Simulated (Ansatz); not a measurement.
Base system: NbAs in the CsCl type structure (space group Pm-3m, No. 221; a = 3.181 Å; a hypothetical phase, not in the database extracts checked; relaxed with 0.1 eV smearing). Axes: x, y, z lie along the cube axes.

Perturbation: tensile biaxial strain of 2.80 % in the plane normal to [001], as in epitaxy on a mismatched substrate; the out-of-plane cell vector and the atoms relax.

Levels (all Ansatz, a quantum-chemistry and plane-wave program, PAW): PBEsol (420 eV, spin-orbit coupling left out); r2SCAN (500 eV, without spin-orbit coupling).

The geometry is relaxed with PBEsol.

| Quantity | Result |
|---|---|
| PBEsol pressure | -6.5 GPa |

Task: What does r2SCAN give at this geometry for the pressure?

Result: The pressure goes up by 4.3 GPa (-6.5 GPa → -2.2 GPa).

Single points use the geometry relaxed with PBEsol. Their cutoffs differ, which shifts pressures a little. Stability against distortions was not tested. All final runs are without spin polarisation.
